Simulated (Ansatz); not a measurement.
A self-consistent single point of CuO (P2, 4 atoms in the cell) with Ansatz (a quantum-chemistry and plane-wave program).

Method: PBEsol, default PAW files made with PBE (plane waves; Ansatz).

```xyz
4
Lattice="1.9969 -2.1600 0.0000 1.9969 2.1600 0.0000 0.0000 0.0000 5.1714" Properties=species:S:1:pos:R:3 pbc="T T T"
Cu     0.9985     1.0800     0.0500
Cu     0.9985    -1.0800     2.5857
O      1.9969     0.0000     1.2928
O      1.9969     0.0000     3.8785
```

Reference input (self-consistent single point, DFT, PBEsol, plane waves, default PAW files made with PBE): basis.ecutwfc = 30.9 Ry; kpoints.mp_grid.grid = 11 11 7; hamiltonian.xc = pbesol; hamiltonian.pseudopotentials = {kind: paw} (the program's default PAW files); scf.occupations.method = fermi_dirac; scf.occupations.width = 0.0073 Ry. This run's input differs from it in these lines:

Ansatz 0.2 input:
```diff
@@ -13,3 +13,3 @@
 kpoints:
-  mp_grid: { grid: [11, 11, 7] }
+  mp_grid: { grid: [8, 8, 5] }
 hamiltonian:
@@ -18,3 +18,3 @@
 scf:
-  occupations: { method: fermi_dirac, width: 0.0073 Ry }
+  occupations: { method: fermi_dirac, width: 0.022 Ry }
 output:
```

Output (repeated stretches shortened):

```
SCF iter   1: F=—  HF=-14296.832181 eV  |F-HF|=—  |Δ(HF+E_count)|=         —  Δρ=1.77e-2  dr2=8.55e-2  ethr=1.77e-3  ⟨swp⟩=4.2  Hψ=11112  notcnv=0
all-band conjugate gradients solve this SCF's bands
preconditioner: auto → LDOS
SCF iter   2: F=—  HF=-14296.867015 eV  |F-HF|=—  |Δ(HF+E_count)|=   3.48e-2  Δρ=2.69e-2  dr2=1.70e-1  ethr=1.71e-4  ⟨swp⟩=2.0  Hψ=7332  notcnv=0
   [... lines left out ...]
SCF iter   5: F=—  HF=-14296.805708 eV  |F-HF|=—  |Δ(HF+E_count)|=   1.38e-4  Δρ=1.08e-4  dr2=3.73e-6  ethr=1.95e-8  ⟨swp⟩=2.1  Hψ=5025  notcnv=0
SCF iter   6: F=—  HF=-14296.805708 eV  |F-HF|=—  |Δ(HF+E_count)|=   3.43e-7  Δρ=6.40e-5  dr2=1.19e-6  ethr=7.45e-9  ⟨swp⟩=1.0  Hψ=3264  notcnv=0
SCF iter   7: F=—  HF=-14296.805708 eV  |F-HF|=—  |Δ(HF+E_count)|=   1.65e-7  Δρ=3.46e-5  dr2=3.42e-7  ethr=2.38e-9  ⟨swp⟩=2.2  Hψ=4355  notcnv=0
SCF iter   8: F=-14296.805708 eV  HF=-14296.805708 eV  |F-HF|=6.70e-9  |Δ(HF+E_count)|=   4.97e-8  Δρ=5.13e-6  dr2=7.98e-9  ethr=2.00e-10  ⟨swp⟩=4.0  Hψ=10288  notcnv=0
SCF 1 converged in 8 iterations: F = -14296.805708 eV  dr2 = 7.98e-9
Free energy (F): -14296.805708 eV
Internal energy: -14296.198240 eV  (E = F + TS)
E sigma→0 (E₀):  -14296.501974 eV
Entropy (-TS):   -0.607467 eV (-151.867 meV/atom)
Fermi energy:    10.560470 eV
--- Forces (eV/Å), atoms counted from 1 ---
  atom   1  Cu     0.00000000     0.00000000    -0.70467583
  atom   2  Cu     0.00000000     0.00000000     0.18808802
  atom   3  O      0.00000000     0.00000000     0.28791703
  atom   4  O      0.00000000     0.00000000     0.22866947
--- Stress (GPa, compression-positive) ---
       -5.110909      -0.232719       0.000000
       -0.232719      -6.703664       0.000000
        0.000000       0.000000      -7.710459
  P = ⅓ Tr σ = -6.5083 GPa (-65.083 kbar)
  The stress holds the Pulay correction. Without it, at fixed plane waves, as pw.x and ABINIT print it: P = -7.1689 GPa
```

The run converged in 8 iterations. Against the reference run the free energy drops by 71.2 meV/atom, the pressure goes from -7.11 to -6.51 GPa and the largest force goes from 0.693 to 0.705 eV/Å.

The starting cell comes from a database of computed structures (which also holds hypothetical and non-ambient phases and stackings), without a prior relaxation at this level. Its lattice was rescaled by up to half a per cent. One atom was moved a little off its site on purpose. Spin polarisation is off, so a magnetic state, if there is one, cannot be reached. With a pressure of about -7 GPa the cell is away from its equilibrium volume at this level. Ansatz's pressure includes its estimate of the finite-basis (Pulay) stress. Without the estimate this run gives -7.17 GPa. The run gives no clean gap (levels at the Fermi energy touch, overlap or are partly filled at this smearing), which alone does not show that the compound is a metal.
